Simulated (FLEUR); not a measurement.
Input and output of a self-consistent single point for MnF2 (P4_2/mnm, 6 atoms in the cell) (FLEUR).

Level of theory: PBE, all-electron FLAPW (FLEUR), scalar-relativistic valence run with FLEUR.

The change in words: lattice scaled by 0.98. Reference geometry:
```xyz
6
Lattice="4.9208 0.0000 0.0000 0.0000 4.9208 0.0000 0.0000 0.0000 3.3429" Properties=species:S:1:pos:R:3 pbc="T T T"
Mn     2.4604     2.4604     1.6714
Mn     0.0000     0.0000     0.0000
F      3.4208     3.4208     0.0000
F      1.5000     1.5000     0.0000
F      3.9604     0.9604     1.6714
F      0.9604     3.9604     1.6714
```
Moments meant for the start (each program seeds them in its own way; μB, in the order of the atoms Mn Mn F F F F): 4.0 4.0 0.0 0.0 0.0 0.0.

Reference input (self-consistent single point, DFT, PBE, all-electron FLAPW (FLEUR), scalar-relativistic valence): Kmax = 4.5 1/bohr; GmaxXC = 13.5 1/bohr; xcFunctional = pbe; jspins = 2; l_soc = F; mode = hist; fermiSmearingEnergy = 0.00183747 Htr; mesh (inpgen div1-3) = 4 4 5; inpgen gamma flag = true; Gmax = 13.5 1/bohr; numbands = 0; maxIterBroyd = 15. This run's input differs from it in these lines:

```diff
@@ -5,4 +5,4 @@
 0.0000000000 1.0000000000 0.0000000000
-0.0000000000 0.0000000000 0.6793328586
-9.2989945497
+0.0000000000 0.0000000000 0.6793329048
+9.1130152634
 1.0 1.0 1.0
@@ -47,5 +47,5 @@
          <bravaisMatrix>
-            <row-1>    9.2989945496999997     0.0000000000000000     0.0000000000000000</row-1>
-            <row-2>    0.0000000000000000     9.2989945496999997     0.0000000000000000</row-2>
-            <row-3>    0.0000000000000000     0.0000000000000000     6.3171125495535208</row-3>
+            <row-1>    9.1130152633999995     0.0000000000000000     0.0000000000000000</row-1>
+            <row-2>    0.0000000000000000     9.1130152633999995     0.0000000000000000</row-2>
+            <row-3>    0.0000000000000000     0.0000000000000000     6.1907711303722586</row-3>
          </bravaisMatrix>
```

Output (repeated stretches shortened):

```
 Iteration:     1   Distance:      17.32328228 me/bohr^3
 Iteration:     2   Distance:      16.43915096 me/bohr^3
 Iteration:     3   Distance:       9.37459512 me/bohr^3
 Iteration:     4   Distance:       4.30581251 me/bohr^3
 Iteration:     5   Distance:       2.52134127 me/bohr^3
   [... 9 lines left out ...]
 Iteration:    15   Distance:       0.00004461 me/bohr^3
 Iteration:    16   Distance:       0.00003759 me/bohr^3
 Iteration:    17   Distance:       0.00001757 me/bohr^3
 Iteration:    18   Distance:       0.00000395 me/bohr^3
 Reset of history
 Run finished successfully
 Stop message:
   Structural relaxation: new displacements generated

[file out, last iteration]
             iter=     19
[...]
          total density-effective poten   -4.2954667149E+03
          total charge density-energy d   -1.4650135952E+02
 Updated energy parameters for spin:           1
 Updated energy parameters for spin:           2
[...]
 fermi energy and band-weighting factors:

[...]
FERMIE:
          first approx. to ef    (T=0)  :   0.188014 htr   (energy of the highest occ. eigenvalue)
          number of occ. states  (T=0)  :       1044
          first approx. to seigv (T=0)  : -35.303338 htr
          sum of weights of occ. states :  58.000000
          sum of semicore charge        :   0.000000 e
FERHIS:  Fermi-Energy by histogram:
          bandgap                     :   0.041212 htr
   [... lines left out ...]
          charge neutrality (T=0)     :   0.000000    (zero if the highest occ. eigenvalue is "entirely" occupied)
 Direct bandgap for spin            1 :    4.1211505291585904E-002  Htr
 Direct bandgap for spin            2 :   0.23180067674638238       Htr
 ---->    free energy=                     -2716.9870388564 htr
   [... lines left out ...]
SPIN-2 FORCE FOR ATOM TYPE=  2  X= -2.778   Y= -2.778   Z=  0.000      FX_SP = 0.001080 FY_SP = 0.001080 FZ_SP = 0.000000
 ***** TOTAL FORCES ON ATOMS *****
 TOTAL FORCE FOR ATOM TYPE=  1  X=  4.557   Y=  4.557   Z=  3.095
                       FX_TOT= 0.000000 FY_TOT= 0.000000 FZ_TOT= 0.000000
 TOTAL FORCE FOR ATOM TYPE=  2  X= -2.778   Y= -2.778   Z=  0.000
                       FX_TOT= 0.000440 FY_TOT= 0.000440 FZ_TOT= 0.000000
```

The run converged in 18 iterations. FLEUR gives forces in its relaxation mode, with a further iteration, so its stop message speaks of a relaxation. Against the reference run the free energy rises by 22.7 meV/atom, the gap on the mesh goes from 1.214 to 1.121 eV and the size of the net moment stays at 1.67 μB/atom.

The starting cell comes from a database of computed structures (which also holds hypothetical and non-ambient phases and stackings), without a prior relaxation at this level. Its lattice was rescaled by a random factor within 2.5 % of one. For this run, on top of that: lattice scaled by 0.98. The magnetic order is the one reached from the typed start; others were not searched systematically. Values depend on the basis (sphere radii, cutoffs, local orbitals), which need not be converged.

Cost on one core of a shared machine: roughly 6 min.
